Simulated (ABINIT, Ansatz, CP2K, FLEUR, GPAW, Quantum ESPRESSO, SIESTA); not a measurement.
# Code comparison for BaHfO₃ (Pm-3m, 5 atoms in the cell)

Self-consistent single point.

```yaml
crystal:
  lattice:
    - [4.17000, 0.00000, 0.00000]
    - [0.00000, 4.17000, 0.00000]
    - [0.00000, 0.00000, 4.17000]
  atoms:
    - { symbol: Ba, position: [0.00000, 0.00000, 0.00000] }
    - { symbol: Hf, position: [0.50000, 0.50000, 0.50000] }
    - { symbol: O, position: [0.50000, 0.00000, 0.50000] }
    - { symbol: O, position: [0.00000, 0.50000, 0.50000] }
    - { symbol: O, position: [0.50000, 0.50000, 0.00000] }
```

All programs got the same cell, k-point mesh and kind of occupations (in Ansatz's words: kpoints.mp_grid.grid = 8 8 8; scf.occupations.method = fermi_dirac; scf.occupations.width = 0.01 eV); potentials, basis and cutoffs are each program's usual ones.

```csv
code,model,pressure (GPa),gap on the mesh (eV),k-points,cutoff
FLEUR,"PBE, all-electron FLAPW (FLEUR), scalar-relativistic valence",–,3.684,35,Kmax 4.5 1/bohr
Quantum ESPRESSO,"PBE, GBRV 1.5 ultrasoft (PBE) pseudopotentials",3.91,3.668,35,40 Ry
CP2K,"PBE, GPW, DZVP-MOLOPT-SR-GTH basis, GTH-PBE potentials (GTH_POTENTIALS)",1.78,3.558,260,grid 500 Ry
SIESTA,"GGA PBE, numerical atomic orbitals DZP, PseudoDojo PBE standard norm-conserving potentials (rewritten from UPF to PSML)",4.45,3.624,296,grid 350 Ry
ABINIT,"PBE, PAW (JTH v2.0 PBE PAW)",3.55,3.603,35,653 eV
Ansatz,"PBE, default PAW files",3.72,3.676,35,420 eV
GPAW,"PBE, GPAW PAW datasets PBE (gpaw-data 1.0.1)",–,3.602,35,950 eV
```

A dash marks a value that a program does not give, or that is left out as unsure.

Gaps are read on the mesh.

The spread over the programs that give each value: pressure within 2.67 GPa; gap on the mesh within 0.126 eV.

The starting cell has typed, rounded lattice constants, without a prior relaxation at this level. On Ansatz's run: Spin-orbit coupling is off. In the base run, with a pressure of about 4 GPa the cell is away from its equilibrium volume at this level.

Why do the programs differ, and what cannot be compared?

Differences of this kind can come from the potentials, where these differ, and from what each basis and cutoff leave unconverged. The valence holds different numbers of electrons (FLEUR 54, Quantum ESPRESSO 40, CP2K 40, SIESTA 40, ABINIT 40, Ansatz (a first-principles code) 54, GPAW 40). The zero of total energies and Fermi levels follows the potentials and each program's conventions, so they are not compared here. CP2K and SIESTA use small atom-centred bases, whose incompleteness enters pressures, forces and empty levels differently from a plane-wave cutoff. FLEUR treats all electrons, but the usual bases taken here (sphere radii, linearisation, local orbitals, empty states) were not tested for convergence, so the values are no reference for the others. Ansatz's pressure is given at a fixed set of plane waves, as the other plane-wave codes print theirs; with its correction for the finite basis it is 4.26 GPa (the shift of 0.53 GPa shows how far the cutoff is from converged). The pressure of GPAW is left out: its cutoff lies under the one at which its stress was checked. The programs reduce the same mesh by symmetry to different extents, which changes the work and not the result. In the pressure, CP2K (by 1.94) lies more than 1 GPa from the median of the plane-wave programs.

Keys are those of Ansatz 0.2.
